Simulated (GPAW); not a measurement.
GPAW run on CrB (I4_1/amd, 8 atoms in the cell): self-consistent single point.

Method: PBEsol, GPAW PAW datasets PBEsol (made by gpaw-setup) (plane waves; GPAW).

The change in words: lattice scaled by 0.98. Reference geometry:
```
CrB
1.0
   -1.45024     1.45024     7.80152
    1.45024    -1.45024     7.80152
    1.45024     1.45024    -7.80152
Cr B
4 4
Direct
  0.19757   0.19757   0.00000
  0.94757   0.44757   0.50000
  0.55243   0.05243   0.50000
  0.80243   0.80243   0.00000
  0.34227   0.34227   0.00000
  0.09227   0.59227   0.50000
  0.40773   0.90773   0.50000
  0.65773   0.65773   0.00000
```

Reference input (self-consistent single point, DFT PBEsol, plane waves, GPAW PAW datasets PBEsol (made by gpaw-setup)): mode = pw; ecut = 900 eV; xc = PBEsol; kpts = 7 7 7; mesh shift (steps) = 0 0 0; occupations.name = methfessel-paxton; occupations.width = 0.05 eV; occupations.order = 0; nbands = -14; symmetry.symmorphic = false; symmetry.tolerance = 0.0005; maxiter = 120. This run's input differs from it in these lines:

```diff
@@ -5,5 +5,5 @@
 atoms = Atoms(['Cr', 'Cr', 'Cr', 'Cr', 'B', 'B', 'B', 'B'],
-              cell=[[-1.450240, 1.450240, 7.801520],
-                    [1.450240, -1.450240, 7.801520],
-                    [1.450240, 1.450240, -7.801520]],
+              cell=[[-1.421235, 1.421235, 7.645490],
+                    [1.421235, -1.421235, 7.645490],
+                    [1.421235, 1.421235, -7.645490]],
               scaled_positions=[[0.197570, 0.197570, 0.000000],
```

Output (repeated stretches shortened):

```
     iter     time        total  log10-change:
                         energy   eigst   dens
iter:   1 --:--:--   -91.851674
iter:   2 --:--:--   -85.750614   -0.48  -0.70
iter:   3 --:--:--   -73.037607   +0.47  -0.76
iter:   4 --:--:--   -73.196965   -0.94  -1.40
iter:   5 --:--:--   -73.303095   -1.65  -1.40
iter:   6 --:--:--   -73.089220   -1.00  -1.42
iter:   7 --:--:--   -73.092069   -1.89  -1.93
iter:   8 --:--:--   -73.067547   -1.94  -1.96
iter:   9 --:--:--   -73.075891   -2.40  -2.52
iter:  10 --:--:--   -73.077382c  -3.02  -2.39
iter:  11 --:--:--   -73.075339c  -3.30  -2.36
iter:  12 --:--:--   -73.074323c  -3.55  -2.40
   [... lines left out ...]
iter:  20 --:--:--   -73.070132c  -6.07  -3.44
iter:  21 --:--:--   -73.070067c  -5.37  -3.48
iter:  22 --:--:--   -73.070060c  -5.22  -3.87
iter:  23 --:--:--   -73.070062c  -5.65  -4.30c
iter:  24 --:--:--   -73.070063c  -5.92  -4.30c
iter:  25 --:--:--   -73.070064c  -6.01  -4.26c
iter:  26 --:--:--   -73.070064c  -6.30  -4.21c
iter:  27 --:--:--   -73.070066c  -6.37  -4.16c
iter:  28 --:--:--   -73.070066c  -6.86  -4.12c
iter:  29 --:--:--   -73.070066c  -6.93  -4.11c
iter:  30 --:--:--   -73.070063c  -6.74  -4.08c
iter:  31 --:--:--   -73.070065c  -7.31  -4.19c
iter:  32 --:--:--   -73.070065c  -7.94c -4.12c
Converged after 32 iterations.

Dipole moment: (0.547216, -0.547216, 0.000000) |e|*Ang

Energy contributions relative to reference atoms: (reference = -116875.925827)

Kinetic:         +0.353271
Potential:      -11.729919
External:        +0.000000
XC:             -62.870670
Entropy (-ST):   -0.004574
Local:           +1.179541
SIC:             +0.000000
--------------------------
Free energy:    -73.072352
Extrapolated:   -73.070065

Showing only first 2 kpts
 Kpt  Band  Eigenvalues  Occupancy
  0    16     12.71962    2.00000
  0    17     13.04238    2.00000
  0    18     13.42385    0.16568
  0    19     13.42386    0.16566

  1    16     12.14456    2.00000
  1    17     12.59330    2.00000
  1    18     12.91772    2.00000
  1    19     13.77720    0.00000

Fermi level: 13.37484

No gap
   [... lines left out ...]
  2 Cr    0.00000    0.00000   -0.31714
  3 Cr   -0.00000    0.00000   -0.31714
  4 B    -0.00000    0.00000   -0.08789
  5 B     0.00000   -0.00000   -0.08789
  6 B     0.00000    0.00000    0.08789
  7 B     0.00000    0.00000    0.08789

Stress tensor:
    -0.135681    -0.000000    -0.000000
    -0.000000    -0.135681     0.000000
    -0.000000     0.000000    -0.131731
Stress (GPa, Voigt): [-21.7385 -21.7385 -21.1056   0.      -0.      -0.    ]
```

The run converged in 32 iterations. GPAW prints stress with tension positive. Against the reference run the free energy rises by 30.4 meV/atom and the largest force goes from 0.067 to 0.317 eV/Å.

At such cutoffs GPAW's stress carries a finite-basis (Pulay) error, which enters relaxed cells too; its log prints stress with tension positive.

The starting cell comes from a database of computed structures (which also holds hypothetical and non-ambient phases and stackings), without a prior relaxation at this level. For this run, on top of that: lattice scaled by 0.98. Spin polarisation is off.

Cost on one core of a shared machine: roughly 9 min.
